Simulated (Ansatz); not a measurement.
Au under a change: isotropic strain +1.13 %

Take Au in the fcc (Cu type) structure (space group Fm-3m, No. 225; a = 4.1241 Å) as the base.

The change: an isotropic linear strain of +1.13 %, atoms relaxed at fixed cell.

Level of theory: Ansatz (an electronic-structure program), r2SCAN, PAW, cutoff 500 eV, no spin-orbit coupling. Γ-centred 19×19×19 mesh, Fermi–Dirac width 0.05 eV.

The volume per atom increases by 0.60 Å³ (17.54 Å³ → 18.14 Å³) and the shortest interatomic distance rises by 0.033 Å, from 2.916 Å to 2.949 Å. The energy rises by 9.1 meV/atom and the pressure goes from zero to -4.7 GPa. The band gap is still zero.

Cost of the whole job for the changed cell (relaxation, final SCF and bands): very roughly 25 core-seconds.

Stability against distortions was not tested.
